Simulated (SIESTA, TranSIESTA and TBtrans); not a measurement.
# Ir chain with one Fe atom in place of Ir

Device: Ir chain with one Fe atom in place of Ir. Leads: straight Ir chain, spacing 2.3 Å. Geometry: 3 atoms about the centre moved by SIESTA (PBE, DZP) to a largest force of 0.04 eV/Å, all others as built, motion along the axis alone. Transport runs along z; the first 6 and the last 6 of the 21 atoms are the lead cells, repeated to infinity.

```xyz
21
Lattice="9.000 0.000 0.000 0.000 9.000 0.000 0.000 0.000 48.250" Properties=species:S:1:pos:R:3 pbc="F F T"
Ir     4.500     4.500     0.000
Ir     4.500     4.500     2.300
Ir     4.500     4.500     4.600
Ir     4.500     4.500     6.900
Ir     4.500     4.500     9.200
Ir     4.500     4.500    11.500
Ir     4.500     4.500    13.800
Ir     4.500     4.500    16.100
Ir     4.500     4.500    18.400
Ir     4.500     4.500    20.730
Fe     4.500     4.500    22.976
Ir     4.500     4.500    25.219
Ir     4.500     4.500    27.550
Ir     4.500     4.500    29.850
Ir     4.500     4.500    32.150
Ir     4.500     4.500    34.450
Ir     4.500     4.500    36.750
Ir     4.500     4.500    39.050
Ir     4.500     4.500    41.350
Ir     4.500     4.500    43.650
Ir     4.500     4.500    45.950
```
Starting moments (μB): atom 7 +1, atom 8 +1, atom 9 +1, atom 10 +1, atom 11 +3.5, atom 12 +1, atom 13 +1, atom 14 +1, atom 15 +1; lead atoms +1 (left) and +1 (right).

Method: TranSIESTA and TBtrans, PBE, DZP numerical orbitals (energy shift 0.15 eV), PseudoDojo norm-conserving scalar-relativistic potentials, mesh cutoff 200 Ry, 300 K, spin-polarised (collinear), no spin-orbit coupling; self-consistent non-equilibrium Green functions.

Conductance at 300 K (G0 = 2e²/h): 3.57
Thermopower (μV/K): -2.7
Mean T from −0.5 to 0.5 eV: 3.17
Spin polarisation of the conductance, (up − down)/(up + down): -0.27

Energies count from the leads' Fermi level. Transmissions are for each spin. The energy step is 0.01 eV; narrower resonances are cut or missed.

```tsv
E (eV)	T up	T down	lead channels up	down
-2.00	2.84	1.75	4	3
-1.90	2.90	1.81	4	4
-1.80	2.93	1.91	4	4
-1.70	2.95	2.03	band edge	4
-1.60	2.95	2.19	6	4
-1.50	2.95	2.38	6	4
-1.40	2.95	2.56	6	4
-1.30	2.95	2.73	6	4
-1.20	2.95	2.87	6	4
-1.10	2.94	2.99	6	4
-1.00	2.94	3.10	6	6
-0.90	2.93	3.18	6	6
-0.80	2.92	3.24	6	6
-0.70	2.88	3.30	6	6
-0.60	2.84	3.35	6	6
-0.50	2.80	3.43	6	6
-0.40	2.76	3.51	band edge	6
-0.30	2.73	3.59	4	6
-0.20	2.69	3.71	4	6
-0.10	2.66	4.02	4	6
0.00	2.62	4.58	4	6
0.10	2.57	4.55	4	6
0.20	2.51	3.73	4	6
0.30	2.44	3.29	4	4
0.40	2.36	3.25	4	4
0.50	2.28	3.19	4	4
0.60	2.18	3.13	4	4
0.70	2.10	3.07	3	4
0.80	2.05	3.03	3	4
0.90	1.99	2.99	3	4
1.00	1.91	2.94	3	4
1.10	1.83	2.85	3	4
1.20	1.73	2.75	3	3
1.30	1.62	2.81	3	3
1.40	1.48	2.83	3	3
1.50	1.32	2.88	3	3
1.60	1.12	2.92	3	3
1.70	0.98	2.93	1	3
1.80	0.98	2.92	1	3
1.90	0.98	2.84	1	3
2.00	0.98	2.30	1	3
```

The magnetic order of the leads was set by the start, and no other order was tried; the separate lead runs end at 0.77 (left) and 0.77 (right) μB an atom. The straight chain is held at its spacing; free chains may zigzag or dimerise. Spin-orbit coupling, left out here, matters for the heavy atoms.
